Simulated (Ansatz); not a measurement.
How the band gap of InSe (P-6m2, No. 187; cell taken from a computed entry) moves with the method

No measured value is used here.

```json
[
 {"level (code)": "dielectric-dependent PBEsol hybrid (Ansatz)", "value (eV)": "0.96"},
 {"level (code)": "HSE06 (Ansatz)", "value (eV)": "1.22"},
 {"level (code)": "PBE0 (Ansatz)", "value (eV)": "1.81"},
 {"level (code)": "r²SCAN0 (Ansatz)", "value (eV)": "[?]"}
]
```

Task: What belongs in the gaps?

Result: 
- r²SCAN0 (Ansatz, a program for electronic structure), value (eV): 2.07

Computed values are for a static lattice. Levels without +SOC have no spin–orbit coupling; where heavier elements are present it shifts gaps, mostly down, and can invert bands.  Dielectric-dependent PBEsol hybrid, HSE06, PBE0, r²SCAN0: the cell comes from a level without a dispersion term, which matters for the spacing of layers, chains or molecules. Values are at the PBEsol cell. Cutoffs differ between the levels. Ansatz's density-functional and Hartree–Fock values are scalar-relativistic unless marked +SOC, with PAW data made under PBE.
